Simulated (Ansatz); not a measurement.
Take MgO (space group P6_3/mmc, No. 194; a = 3.494 Å, c = 4.194 Å; a cell from a computed database, its experimental status unchecked) as the base. Axes: x lies along a and z along c of the hexagonal cell.

Now apply this change: the symmetric strain tensor [0.0006 0.0013 0.0006; 0.0013 -0.0073 0.0077; 0.0006 0.0077 0.0116], atoms relaxed at fixed cell.

Levels (all Ansatz, a program for electronic structure, PAW): PBEsol (420 eV, spin-orbit coupling left out); HSE06 (420 eV, no spin-orbit coupling).

The geometry is relaxed with PBEsol.

* **PBEsol band gap**: 3.23 eV

### Question
Predict the band gap from HSE06.

### Answer
The band gap rises by 1.72 eV (3.23 eV → 4.95 eV).

Single points use the geometry relaxed with PBEsol. No phonon test of stability was made. This is not the structure that MgO has at room temperature and ambient pressure.
